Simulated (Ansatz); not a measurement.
What pressure 0.9 GPa does to GaAs

Start from GaAs in the zinc blende structure (space group F-43m, No. 216; a = 5.746 Å).

The change: cell and atoms relaxed at a pressure of 0.9 GPa.

Level of theory: PBE/PAW in Ansatz (an electronic-structure program), no SOC, earlier PAW set. k-mesh 10×10×10 (Γ-centred); smearing 0.05 eV (Fermi–Dirac).

The volume per atom decreases by 0.34 Å³ to 23.37 Å³ and the density rises by 0.074 g/cm³ to 5.14 g/cm³. The lattice parameter a drops by 2.8 pm, from 574.6 pm to 571.8 pm and the shortest interatomic distance falls by 1.2 pm to 247.6 pm. The enthalpy H = E + PV relative to the base's energy is +0.13 eV/atom and the band gap increases by 0.11 eV to 0.27 eV. The gap character is still direct at Γ and the width of the top valence band increases by 0.06 eV, from 3.12 eV to 3.18 eV. The valley order (the lowest conduction-band minima on the path, energy above the VBM, named in the base's zone) goes from Γ 0.16 eV; L along ⟨111⟩ 0.87 eV; a point along ⟨100⟩, about 0.9 Å⁻¹ from Γ 1.49 eV to Γ 0.27 eV; L along ⟨111⟩ 0.91 eV; a point along ⟨100⟩, about 0.9 Å⁻¹ from Γ 1.47 eV.

Final structure:

```
CELL_PARAMETERS angstrom
      0.00000     2.85921     2.85921
      2.85921     0.00000     2.85921
      2.85921     2.85921     0.00000
ATOMIC_POSITIONS crystal
  As 0.75000 0.75000 0.75000
  Ga 0.00000 0.00000 0.00000
```

Cost of the whole job for the changed cell (relaxation, final SCF and bands): about 23 core-seconds (a rough figure).

Load acts through the strain it causes; cell and atoms are relaxed under it. Whether these cells are dynamically stable was not tested. The zero or small gap of GaAs can change with the level of theory.
